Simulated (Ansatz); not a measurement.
Bi₄Te₃ (R-3m, No. 166, 7 atoms in the cell; start COD 9011203) was calculated with LDA (Ansatz, a first-principles code, PAW).

Settings: plane-wave cutoff 520 eV, 10×10×10 k mesh, Fermi–Dirac smearing 0.01 eV, scalar-relativistic PAW data made under PBE.

Cell (relaxed at this level):

```cif
data_Bi4Te3
_chemical_formula_sum 'Bi4 Te3'
_space_group_name_H-M_alt 'P 1'
_space_group_IT_number 1
_cell_length_a 13.90375
_cell_length_b 13.90375
_cell_length_c 13.90375
_cell_angle_alpha 18.247
_cell_angle_beta 18.247
_cell_angle_gamma 18.247
loop_
_space_group_symop_operation_xyz
  'x, y, z'
loop_
_atom_site_label
_atom_site_type_symbol
_atom_site_fract_x
_atom_site_fract_y
_atom_site_fract_z
_atom_site_occupancy
Bi1 Bi 0.71438 0.71438 0.71438 1
Bi2 Bi 0.28562 0.28562 0.28562 1
Bi3 Bi 0.14657 0.14657 0.14657 1
Bi4 Bi 0.85343 0.85343 0.85343 1
Te1 Te 0.00000 0.00000 0.00000 1
Te2 Te 0.42242 0.42242 0.42242 1
Te3 Te 0.57758 0.57758 0.57758 1
```

Q: Predict the band gap, direct gap at Γ and bulk modulus B0.

A: 
band gap: 0.13 eV (on the SCF k mesh)
direct gap at Γ: 0.96 eV
bulk modulus B0: 45.0 GPa

Note: the relaxation could not lower the start's symmetry, so the cell can be a saddle point above a distorted one; the bulk modulus is −V dP/dV from two relaxed cells at ±2 % in volume.

Spin–orbit coupling is not included; it can close the smallest gap of 0.13 eV.

Computed values are for the static lattice.

It cost roughly 7 core-minutes of CPU time.
